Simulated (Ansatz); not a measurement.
Base system: TaTlP₂O₈ (space group P-3m1, No. 164; a = 5.214 Å, c = 8.233 Å; a cell from a computed database, its experimental status unchecked). Axes: x lies along a and z along c of the hexagonal cell.

Method: plane-wave PAW DFT at the PBEsol level (Ansatz, a program for electronic structure, 420 eV), no spin-orbit coupling, earlier PAW set.

Base values:

| Property | Value |
|---|---|
| Band gap | 3.29 eV |
| Smallest direct gap | 3.41 eV |
| Pressure | 0.00 GPa |
| Shortest interatomic distance | 2.810 bohr |

Modification: the cell is stretched by 3.68 % along x with no lateral relaxation; the atoms relax in the strained cell.

**Question.** Predict the new band gap, smallest direct gap, pressure, energy relative to the base and shortest interatomic distance.

**Answer.** The band gap shrinks by 0.20 eV (3.29 eV → 3.09 eV); the smallest direct gap falls by 0.259 eV to 3.16 eV; the pressure (mean of the normal stresses, compression positive) goes from zero to -3.14 GPa; the energy grows by 9.1 meV/atom; the shortest interatomic distance hardly moves (2.810 bohr against 2.811 bohr).

Spin-orbit coupling, missing from the scalar runs, can matter with Ta and Tl. Whether these cells are dynamically stable was not tested.
